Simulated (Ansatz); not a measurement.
The reference is CsPbBr3 in the cubic perovskite structure (space group Pm-3m, No. 221; a = 6.003 Å).

All numbers come from PBE (Ansatz, a program for electronic structure), without spin-orbit coupling.

Strains are applied to the cell and any free atomic positions relax.

One change was made to it. Results:

| quantity | base | after |
|---|---|---|
| pressure | 0.00 GPa | 1.15 GPa |
| valley order (the lowest conduction-band minima on the path, energy above the VBM, named in the base's zone) | R along ⟨111⟩ 1.78 eV; Γ 3.29 eV | R along ⟨111⟩ 1.58 eV; Γ 3.04 eV |
| mean gap deformation potential ΔEg/Δln V | – | +3.7 eV |
| width of the top valence band | 1.66 eV | 2.00 eV |
| energy relative to the base (free energy F) | 0 meV/atom | +7.8 meV/atom |

**Question.** Which of these changes matches the shifts?
A) isotropic strain −1.20 %
B) isotropic strain −3.00 %
C) isotropic strain −0.60 %
D) isotropic strain −2.40 %
E) isotropic strain −1.80 %

**Answer.** E, isotropic strain −1.80 %. For comparison, the valley order in the other runs: isotropic strain −2.40 % gives R along ⟨111⟩ 1.50 eV; Γ 2.95 eV; isotropic strain −3.00 % gives R along ⟨111⟩ 1.42 eV; Γ 2.86 eV; isotropic strain −0.60 % gives R along ⟨111⟩ 1.72 eV; Γ 3.21 eV; isotropic strain −1.20 % gives R along ⟨111⟩ 1.65 eV; Γ 3.13 eV.

Spin-orbit coupling, missing from the scalar runs, can matter with Pb. Whether these cells are dynamically stable was not tested. Many cubic perovskites are stable only at high temperature; tilts and polar distortions were not tested. This is not the structure that CsPbBr3 has at room temperature and ambient pressure.
